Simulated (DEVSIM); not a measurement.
System: illuminated In0.53Ga0.47As p-on-n cell, one wavelength, at 300 K.

Layer 1 from the left is In0.53Ga0.47As, thickness (μm) 0.920, Na (cm⁻³) 5.1e17, τn (s) 2.1e-9, τp (s) 1.6e-8, absorption coefficient (cm⁻¹) 36000. Layer 2 from the left is In0.53Ga0.47As, thickness (μm) 5.20, Nd (cm⁻³) 6.7e16, τn (s) 3.8e-8, τp (s) 3.8e-8, absorption coefficient (cm⁻¹) 36000.

Left contact: ohmic, minority electron recombination velocity 5e6 cm/s. Right contact: ohmic, minority hole recombination velocity 5e5 cm/s. Voltage is applied to the left contact. Recombination: SRH at mid-gap, radiative, Auger. Light enters at the left, 6.8e17 photons cm⁻² s⁻¹, one pass, no reflection. Mobility is constant in doping.

The device is made up for the run: typed textbook-type constants, with dimensions and the other settings drawn at random. Values at 300 K.

In0.53Ga0.47As: gap (eV) 0.74, affinity (eV) 4.51, permittivity 13.9, Nc (cm⁻³) 2.1e17, Nv (cm⁻³) 7.7e18, μn (cm²/Vs) 12000, μp (cm²/Vs) 300, B (cm³/s) 9.6e-11, Cn (cm⁶/s) 5e-29, Cp (cm⁶/s) 5e-29.

DEVSIM, 1D drift-diffusion, Boltzmann statistics, complete ionisation; no tunnelling, impact ionisation, image-force lowering or self-heating.

Dark forward current:

```
|V| (V)  |J| (A/cm²)
-------  -----------
0.05        6.240e-6
0.10        3.309e-5
0.15       0.0001783
0.20        0.001071
0.25        0.006930
0.30         0.04654
0.35          0.3177
0.40           2.184
0.45           15.02
0.50           102.2
0.55           650.4
0.60            3297
```

Work out the local ideality factor n = ΔV / (kT/q · ln(J2/J1)) between the rows 0.15 and 0.20 V, 0.40 and 0.45 V, 0.55 and 0.60 V.

kT/q = 25.85 mV. From 0.15 to 0.20 V: ln(0.001071/0.0001783) = 1.793, n = 1.08, near the 1 of diffusion or emission over a barrier. From 0.40 to 0.45 V: ln(15.02/2.184) = 1.928, n = 1.00, near the 1 of diffusion or emission over a barrier. From 0.55 to 0.60 V: ln(3297/650.4) = 1.623, n = 1.19; the layers' resistance at their doping, Σ W/(qμN) = 7.8e-6 Ω cm², would take 21 mV of this step of 50 mV.

What current could the absorbed light give at most, and what share is collected?

Σ αd = 22.0, so qΦ(1 − exp(−Σ αd)) = 109 mA/cm². The simulated short-circuit current is 62.90 mA/cm², a share of 0.58.

Estimate the open-circuit voltage by superposition: the voltage at which the dark current equals that short-circuit current.

Interpolating ln J in the table gives 0.308 V. The simulation gives 0.308 V, the same within the digits that matter. Superposition holds where collection doesn't change with voltage.

Estimate the fill factor from FF0 = (v − ln(v + 0.72))/(v + 1), v = qVoc/(nkT), with n from the dark curve.

The rows about Voc, 0.30 and 0.35 V, give n = 1.01, so v = 11.8 and FF0 = 0.725. The simulation gives 0.720, the same within the digits that matter.
